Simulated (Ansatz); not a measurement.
Model glasses of amorphous ZrO2, 63 to 67 atoms (Zr20O40 before any change). Each row is one cell at a composition chosen by hand, melted whole on the CHGNet potential with the anions pushed apart under 1.9 Å, quenched within some picoseconds, far faster than a real film, and relaxed with PBE, scalar-relativistic without spin-orbit coupling (plane waves to 420 eV, PAW; Ansatz, a first-principles code). Each is the lower in DFT energy of 2 quenches. Cycles of charging and discharging were tried on some cells ahead of these points, and a cell that came back lower was taken. The column on the box says what of it was relaxed with the atoms; held means as the quench left it. Cells that kept moments or hold spare charge are left out.

Formal charges balance in every cell, with the guest at the charge named. Neighbours are the O atoms within a cut-off of 1.2 times the sum of covalent radii (1.1 times for Mo, Nb, La); the radius is Shannon's ionic radius for that charge at the coordination found, taken on a straight line between listed coordinations where the table lacks it, averaged where a cell holds several guest atoms. The coordination is that of the cell taken. The cells ran without spin polarisation.

| guest | change of the cell | box | cut-off (Å) | O neighbours | ionic radius (Å) | mean guest-O distance (Å) |
|---|---|---|---|---|---|---|
| B3+ | +2 B, +3 O | volume and shape | 1.80 | 3, 4 | 0.06 | 1.43 |
| Si4+ | +2 O, +1 Si | shape | 2.12 | 5 | 0.33 | 1.74 |
| Mo6+ | +1 Mo, +3 O | volume and shape | 2.42 | 6 | 0.59 | 1.95 |
| Nb5+ | +2 Nb, +5 O | shape | 2.53 | 7, 6 | 0.66 | 2.06 |
| In3+ | +2 In, +3 O | volume and shape | 2.50 | 6, 6 | 0.80 | withheld |
| La3+ | +2 La, +3 O | shape | 3.00 | 7, 6 | 1.07 | 2.50 |
| K1+ | +2 K, +1 O | volume and shape | 3.23 | 7, 7 | 1.46 | 2.74 |

**Question.** Fit a straight line of the last column on the one before it through the 6 full rows, and predict the withheld value for In3+.

**Answer.** Means: x = 0.695, y = 2.070. Slope = Σ(Δx Δy) / Σ(Δx²) = 1.2136 / 1.2746 = 0.952; intercept = 2.070 − (0.952) × 0.695 = 1.408 Å; r.m.s. residual 0.043 Å. Prediction: 1.408 + (0.952) × 0.80 = 2.17 Å. The run gave 2.24 Å, a miss of 0.07 Å, within twice the residual.

**Question.** What would hard spheres give for this line?

**Answer.** A slope of 1 and an intercept at the radius of O2−, 1.35 Å for two neighbours to 1.40 Å for six in Shannon's table; the fit has 0.952 and 1.408 Å.
